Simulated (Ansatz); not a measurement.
A working Ansatz (a program for electronic structure) input for Cs₃Cu₂F₇ (I4/mmm, 12 atoms in the cell) (DFT, PBE, plane waves, default PAW files):

Ansatz 0.2 input:
```yaml
crystal:
  lattice:
    - [-2.097307, 2.097307, 10.959770]
    - [2.097307, -2.097307, 10.959770]
    - [2.097307, 2.097307, -10.959770]
  atoms:
    - { symbol: Cs, position: [0.500000, 0.500000, 0.000000] }
    - { symbol: Cs, position: [0.315200, 0.315200, 0.000000] }
    - { symbol: Cs, position: [0.684800, 0.684800, 0.000000] }
    - { symbol: Cu, position: [0.097800, 0.097800, 0.000000] }
    - { symbol: Cu, position: [0.902200, 0.902200, 0.000000] }
    - { symbol: F, position: [0.000000, 0.000000, 0.000000] }
    - { symbol: F, position: [0.595800, 0.095800, 0.500000] }
    - { symbol: F, position: [0.095800, 0.595800, 0.500000] }
    - { symbol: F, position: [0.404200, 0.904200, 0.500000] }
    - { symbol: F, position: [0.904200, 0.404200, 0.500000] }
    - { symbol: F, position: [0.193600, 0.193600, 0.000000] }
    - { symbol: F, position: [0.806400, 0.806400, 0.000000] }
basis:
  ecutwfc: 420.0 eV
kpoints:
  mp_grid: { grid: [6, 6, 6] }
hamiltonian:
  xc: pbe
  pseudopotentials: { kind: paw }
scf:
  occupations: { method: gaussian, width: 0.136 eV }
output:
  forces: true
  eigenvalues: true
  stress: true
```

The run converged in 12 iterations: free energy E − TS (on the zero of these files) -35926.4255 eV; Fermi level (on the code's own zero) 6.31 eV; pressure 5.12 GPa; largest force (vector length) 1.269 eV/Å. Each of these slips is then made, one at a time:

(1)
```diff
-    - { symbol: Cs, position: [0.500000, 0.500000, 0.000000] }
+    - { symbol: Cs2+, position: [0.500000, 0.500000, 0.000000] }
```

(2)
```diff
+  max_iter: 40
+  convergence: { dr2_threshold: 1.0e-22 eV }
```

Task: How does each altered input end?

Result: 
(1) A mistyped element symbol. The program stopped before any SCF iteration.
```
Error: YAML parse error: error: line 7 column 17: `Cs2+` is not an element symbol (H … Og, case-exact)
 --> <input>:7:17
  |
5 |     - [2.097307, 2.097307, -10.959770]
6 |   atoms:
7 |     - { symbol: Cs2+, position: [0.500000, 0.500000, 0.000000] }
  |                 ^ `Cs2+` is not an element symbol (H … Og, case-exact)
8 |     - { symbol: Cs, p [...]
```

(2) A threshold far tighter than needed, beside a limit on iterations. The run converged in 27 iterations, and against the sound input the free energy is nearly the same (within 1 meV/atom), the pressure stays at 5.12 GPa and the largest force stays at 1.269 eV/Å. It cost iterations: the sound input took 12.

The starting cell was generated: these elements placed on a structure prototype, without a prior relaxation; it need not be a known phase or ordering of this composition. Its lattice was rescaled by a random factor within 2.5 % of one. Spin polarisation is off, so a magnetic state, if there is one, cannot be reached. In the base run, with a pressure of about 5 GPa the cell is away from its equilibrium volume at this level. In the base run, forces exceed 1 eV/Å. Ansatz's pressure includes its estimate of the finite-basis (Pulay) stress. The run gives no clean gap (levels at the Fermi energy touch, overlap or are partly filled at this smearing), which alone does not show that the compound is a metal.

Left out of this page: 3 runs of the series outside the window shown, repeating another row's setting, or not comparable; 1 run of the series stopped by limits of time or memory.
